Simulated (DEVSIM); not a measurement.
System: Mo/AlN/p-Ge capacitor, at 450 K.

Layer 1 from the left is AlN, thickness (nm) 14.0. Layer 2 from the left is Ge, thickness (nm) 3700, Na (cm⁻³) 2.6e16.

Metal gate on the left, work function 4.6 eV. Fixed charge at the semiconductor interface 0 cm⁻² (in units of +e); no interface traps.

Constants are typed, rounded textbook-type inputs, not results; the design itself was drawn at random and stands for no fabricated device. Values at 300 K; Nc and Nv go as T^1.5, mobilities as T to minus their exponent, the gap by Varshni's rule with the affinity fixed.

AlN: gap (eV) 6.1, affinity (eV) 1.9, permittivity 8.5. Ge: gap (eV) 0.664, affinity (eV) 4, permittivity 16, Nc (cm⁻³) 1.04e19, Nv (cm⁻³) 6e18, Varshni α (eV/K) 0.000477, Varshni β (K) 235.

Task: Estimate by hand the flat-band voltage, the threshold voltage, and compare with a numerical solution.

Result: 
- Flat-band voltage: C = 0.538 μF/cm², work-function difference 0.229 V; VFB = φms − qNf/C = 0.23 V; numerical 0.23 V.
- Threshold voltage: φF = 0.058 V, depletion charge √(4εqNφF) = 3.71e-8 C/cm²; VT = VFB + 2φF + Qd/C = 0.42 V; numerical 0.42 V.

DEVSIM, 1D Poisson equation in equilibrium, Boltzmann statistics, complete ionisation; no quantum confinement or tunnelling. Metal contacts follow the ideal Schottky-Mott rule: no Fermi-level pinning, no interface dipoles.
